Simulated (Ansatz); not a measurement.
Input:

```
CELL_PARAMETERS angstrom
      4.10923     0.00000     0.00000
     -2.05462     3.55870     0.00000
      0.00000     0.00000     5.08400
ATOMIC_POSITIONS crystal
  Te 0.33333 0.66667 0.25918
  Te 0.66667 0.33333 0.74082
  Pt 0.00000 0.00000 0.00000
```

No spin polarisation.

Method: Kohn–Sham DFT with the PBEsol-D3(BJ) functional, run in Ansatz (an electronic-structure program) with PAW and 420 eV plane waves, no spin-orbit coupling. Γ-centred 17×17×12 mesh, Fermi–Dirac width 0.1 eV.

**Question.** What is the computed pressure (mean of the normal stresses, compression positive)?

**Answer.** -5.6 GPa.

**Question.** Estimate the band gap.

**Answer.** Zero.

The cells carry an imposed strain or load. Stability against distortions was not tested. All final runs are without spin polarisation. The cell was made from PtTe2 (space group P-3m1, No. 164; layered) by this change: isotropic strain +2.50 %.
